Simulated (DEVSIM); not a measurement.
Structure: isotype n-n heterojunction Al0.35Ga0.65As/GaAs, at 350 K.

| layer (left to right) | material | thickness (μm) | Nd (cm⁻³) | τn (s) | τp (s) |
|---|---|---|---|---|---|
| 1 | Al0.35Ga0.65As | 0.530 | 3.7e17 | 6.2e-10 | 6.2e-10 |
| 2 | GaAs | 0.720 | 4.1e15 | 6.2e-10 | 6.2e-10 |

Left contact: ohmic. Right contact: ohmic. Voltage is applied to the left contact. Recombination: SRH at mid-gap, radiative. Mobility is μmin + (μ − μmin)/(1 + (N/Nref)^α).

This is a model device: material constants are rounded textbook-type values typed into the input, and sizes, dopings and lifetimes were drawn at random. Values at 300 K; Nc and Nv go as T^1.5, mobilities as T to minus their exponent, the gap by Varshni's rule with the affinity fixed.

| parameter | Al0.35Ga0.65As | GaAs |
|---|---|---|
| gap (eV) | 1.8604 | 1.424 |
| affinity (eV) | 3.7935 | 4.07 |
| permittivity | 11.91 | 12.9 |
| Nc (cm⁻³) | 7.44e17 | 4.7e17 |
| Nv (cm⁻³) | 9e18 | 9e18 |
| μn (cm²/Vs) | 3495 | 8500 |
| μp (cm²/Vs) | 176 | 400 |
| μn,min | 500 | 500 |
| μp,min | 20 | 20 |
| Nref,n | 6e16 | 6e16 |
| Nref,p | 1.5e17 | 1.5e17 |
| αn | 0.39 | 0.39 |
| αp | 0.38 | 0.38 |
| T exponent of μn | 2.1 | 2.1 |
| T exponent of μp | 2.2 | 2.2 |
| B (cm³/s) | 2e-10 | 2e-10 |
| Varshni α (eV/K) | 0.000541 | 0.000541 |
| Varshni β (K) | 204 | 204 |

Model (solved in DEVSIM): 1D drift-diffusion, Boltzmann statistics, complete ionisation; no tunnelling, impact ionisation, image-force lowering or self-heating. Band offsets follow the typed affinities; no thermionic-emission limit at abrupt steps, no polarisation charge.

**Question.** Tabulate band edges, carrier densities and field at zero bias.

**Answer.** Energies count from the Fermi level of the right contact; mesh points crowd at the junctions.

```json
[
 {"x (μm)": "0.000", "Ec (eV)": "0.028", "Ev (eV)": "-1.809", "n (cm⁻³)": "3.7e17", "p (cm⁻³)": "< 1e2", "field (V/cm)": "≈ 0"},
 {"x (μm)": "0.005171", "Ec (eV)": "0.028", "Ev (eV)": "-1.809", "n (cm⁻³)": "3.7e17", "p (cm⁻³)": "< 1e2", "field (V/cm)": "≈ 0"},
 {"x (μm)": "0.01581", "Ec (eV)": "0.028", "Ev (eV)": "-1.809", "n (cm⁻³)": "3.7e17", "p (cm⁻³)": "< 1e2", "field (V/cm)": "≈ 0"},
 {"x (μm)": "0.03942", "Ec (eV)": "0.028", "Ev (eV)": "-1.809", "n (cm⁻³)": "3.7e17", "p (cm⁻³)": "< 1e2", "field (V/cm)": "≈ 0"},
 {"x (μm)": "0.1110", "Ec (eV)": "0.028", "Ev (eV)": "-1.809", "n (cm⁻³)": "3.7e17", "p (cm⁻³)": "< 1e2", "field (V/cm)": "≈ 0"},
 {"x (μm)": "0.2336", "Ec (eV)": "0.028", "Ev (eV)": "-1.809", "n (cm⁻³)": "3.7e17", "p (cm⁻³)": "< 1e2", "field (V/cm)": "≈ 0"},
 {"x (μm)": "0.3809", "Ec (eV)": "0.028", "Ev (eV)": "-1.809", "n (cm⁻³)": "3.7e17", "p (cm⁻³)": "< 1e2", "field (V/cm)": "≈ 0"},
 {"x (μm)": "0.4760", "Ec (eV)": "0.028", "Ev (eV)": "-1.809", "n (cm⁻³)": "3.7e17", "p (cm⁻³)": "< 1e2", "field (V/cm)": "550"},
 {"x (μm)": "0.5074", "Ec (eV)": "0.053", "Ev (eV)": "-1.784", "n (cm⁻³)": "1.6e17", "p (cm⁻³)": "< 1e2", "field (V/cm)": "30000"},
 {"x (μm)": "0.5215", "Ec (eV)": "0.138", "Ev (eV)": "-1.699", "n (cm⁻³)": "9.6e15", "p (cm⁻³)": "< 1e2", "field (V/cm)": "95000"},
 {"x (μm)": "0.5284", "Ec (eV)": "0.217", "Ev (eV)": "-1.621", "n (cm⁻³)": "7.1e14", "p (cm⁻³)": "< 1e2", "field (V/cm)": "130000"},
 {"x (μm)": "0.5344", "Ec (eV)": "0.003", "Ev (eV)": "-1.398", "n (cm⁻³)": "5.4e17", "p (cm⁻³)": "< 1e2", "field (V/cm)": "66000"},
 {"x (μm)": "0.5443", "Ec (eV)": "0.046", "Ev (eV)": "-1.355", "n (cm⁻³)": "1.3e17", "p (cm⁻³)": "< 1e2", "field (V/cm)": "31000"},
 {"x (μm)": "0.5646", "Ec (eV)": "0.087", "Ev (eV)": "-1.314", "n (cm⁻³)": "3.4e16", "p (cm⁻³)": "< 1e2", "field (V/cm)": "13000"},
 {"x (μm)": "0.6332", "Ec (eV)": "0.131", "Ev (eV)": "-1.270", "n (cm⁻³)": "7.8e15", "p (cm⁻³)": "< 1e2", "field (V/cm)": "3000"},
 {"x (μm)": "0.7483", "Ec (eV)": "0.146", "Ev (eV)": "-1.255", "n (cm⁻³)": "4.6e15", "p (cm⁻³)": "< 1e2", "field (V/cm)": "510"},
 {"x (μm)": "0.9565", "Ec (eV)": "0.150", "Ev (eV)": "-1.251", "n (cm⁻³)": "4.1e15", "p (cm⁻³)": "< 1e2", "field (V/cm)": "28"},
 {"x (μm)": "1.110", "Ec (eV)": "0.150", "Ev (eV)": "-1.251", "n (cm⁻³)": "4.1e15", "p (cm⁻³)": "< 1e2", "field (V/cm)": "≈ 0"},
 {"x (μm)": "1.200", "Ec (eV)": "0.150", "Ev (eV)": "-1.251", "n (cm⁻³)": "4.1e15", "p (cm⁻³)": "< 1e2", "field (V/cm)": "≈ 0"},
 {"x (μm)": "1.229", "Ec (eV)": "0.150", "Ev (eV)": "-1.251", "n (cm⁻³)": "4.1e15", "p (cm⁻³)": "< 1e2", "field (V/cm)": "≈ 0"},
 {"x (μm)": "1.242", "Ec (eV)": "0.150", "Ev (eV)": "-1.251", "n (cm⁻³)": "4.1e15", "p (cm⁻³)": "< 1e2", "field (V/cm)": "≈ 0"},
 {"x (μm)": "1.250", "Ec (eV)": "0.150", "Ev (eV)": "-1.251", "n (cm⁻³)": "4.1e15", "p (cm⁻³)": "< 1e2", "field (V/cm)": "≈ 0"}
]
```
